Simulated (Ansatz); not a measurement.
We consider Si (model structure, R-3m, No. 166, 6 atoms in the cell), described by HSE06 in Ansatz (PAW).

Numerical settings: plane-wave cutoff 460 eV, 6×6×6 k mesh, Fermi–Dirac smearing 0.01 eV, scalar-relativistic PAW data made under PBE.

The cell is the one relaxed with PBEsol. Conventional cell: a = 3.8301 Å, b = 3.8301 Å, c = 28.3767 Å, α = 90.00°, β = 90.00°, γ = 120.00°.

```xyz
6
Lattice="1.9151 1.1057 9.4589 -1.9151 1.1057 9.4589 0.0000 -2.2113 9.4589" Properties=species:S:1:pos:R:3 pbc="T T T"
Si     0.0000     0.0000    20.8832
Si     0.0000     0.0000    23.2503
Si     0.0000     0.0000     5.1265
Si     0.0000     0.0000     7.4936
Si     0.0000     0.0000    27.2024
Si     0.0000     0.0000     1.1744
```

### Question
List the 16 lowest band energies at Γ above −25 eV (eV, relative to the valence band maximum), grouping those that round alike.

### Answer
At Γ: -13.48, -11.97, -11.96, -6.10, -6.07, -1.32 (×2), -1.23 (×2), -0.24, 0.00 (×2), 2.09, 2.34, 2.91 (×2).

Note: the run warned that its exchange threshold was loose for the stress; the relaxation could raise the start's symmetry but not lower it, so the cell can be a saddle point; cell and atoms aren't relaxed at this level (pressure 0.4 GPa).

A model structure was made by putting elements into a prototype or built by hand; it is no filed structure, need not be a known phase, and can be a saddle point held by its symmetry.

Ansatz is a quantum-chemistry and plane-wave program.
